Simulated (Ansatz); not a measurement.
Data:

```
CaF2
1.0
    3.90044     0.00000     0.00000
    0.00000     3.90044     0.00000
    1.95022    -1.95022     2.75802
Ca F
1 2
Cartesian
  0.00000   0.00000   0.00000
  1.95022   0.00000   1.37901
  3.90044   1.95022   1.37901
```

Space group of this cell: Fm-3m, fluorite. The cell is taken as given; by r2SCAN its mean pressure is -3.4 GPa.

All values below come from r2SCAN (plane waves, PAW; Ansatz, an electronic-structure program).

The current runs along the normal of the first two printed vectors; no spin-orbit coupling. Scaled by the factor s: all lengths (ions clamped). The meshes follow the cell: 12×12×12 and 8×8 across at s = 0.98, 12×12×12 and 8×8 across at s = 1.00, 10×10×10 and 8×8 across at s = 1.02.

```
s     mean pressure (GPa)  band gap (eV)
----  -------------------  -------------
0.98                  1.7           8.14
1.00                 -3.4           7.78
1.02                 -7.2              ?
```

Take the slope of the band gap against ln s from the two given rows, extrapolate to s = 1.02, and say what the run there gives.

Slope = (8.14 − 7.78) / ln 0.98 = -17.8 eV. The line gives 7.78 + (-17.8) × ln 1.02 = 7.43 eV. The run gives 7.45 eV, 0.02 eV over the line, 6 % of the predicted step.
